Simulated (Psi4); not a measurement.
Psi4 1.11, B3LYP/def2-svp, scf_type pk: Al(Me)2(OSiOH3) ([CH3][Al]([CH3])[O][Si](O)(O)O), 17 atoms. The geometry is a generated start, not checked to be a minimum at this level.

| Quantity | Value |
|---|---|
| task | energy |
| method | b3lyp |
| basis | def2-svp |
| memory | 7 GB |
| e_convergence | 1e-08 |
| d_convergence | 1e-07 |
| guess | auto, which took SAD (default) |
| diis_max_vecs | 10 (default) |
| scf_initial_accelerator | adiis (default) |
| dft_radial_points | 75 (default) |
| dft_spherical_points | 302 (default) |
| basis functions | 165 |
| grid points | 363702 |

```xyz
17

Al    -0.0106     1.0239     0.6405
C      1.1974     2.4474    -0.0610
H      2.2478     2.2025     0.1326
H      1.0143     3.4321     0.3707
H      1.1011     2.5396    -1.1483
C     -1.2634     1.0597     2.1974
H     -1.9170     0.1811     2.1925
H     -1.8974     1.9491     2.2103
H     -0.7268     1.0549     3.1494
O      0.0425    -0.4118    -0.2289
Si     0.0641    -1.8091    -1.0631
O      1.1815    -2.7771    -0.3977
O      0.3765    -1.4896    -2.6284
O     -1.3624    -2.5823    -0.9945
H      0.8973    -3.6361    -0.1024
H      1.1661    -1.0015    -2.8424
H     -2.1110    -2.1828    -1.4267
```

The reference run uses exact four-centre integrals (scf_type = pk). Single runs; times are not shown.

Settings tried, all else as in the reference:
- scf_type = direct, screening = density, ints_tolerance = 1e-07
- scf_type = direct, screening = csam (default), ints_tolerance = 1e-07
- scf_type = direct, screening = density, ints_tolerance = 1e-09
- scf_type = direct, screening = csam (default), ints_tolerance = 1e-05

Task: Which of these stay within 1.0 meV/atom in energy of the reference run?

Result: Within it: scf_type = direct, screening = density, ints_tolerance = 1e-09; scf_type = direct, screening = csam (default), ints_tolerance = 1e-07; scf_type = direct, screening = density, ints_tolerance = 1e-07. Outside: scf_type = direct, screening = csam (default), ints_tolerance = 1e-05.

```
setting                                                                energy against the reference
---------------------------------------------------------------------  ----------------------------
scf_type = direct, screening = density, ints_tolerance = 1e-09                 under 0.001 meV/atom
scf_type = direct, screening = csam (default), ints_tolerance = 1e-07              −0.0044 meV/atom
scf_type = direct, screening = density, ints_tolerance = 1e-07                     −0.0066 meV/atom
scf_type = direct, screening = csam (default), ints_tolerance = 1e-05                 +1.4 meV/atom
```

Total energies are compared; such shifts often cancel in part in energy differences. Also tried and not ranked: scf_type = direct, screening = csam (default), ints_tolerance = 1e-09 (same energy as a listed run); scf_type = direct, screening = density, ints_tolerance = 1e-05 (ended without SCF convergence in 100 iterations). The tolerance is a choice made for this comparison.
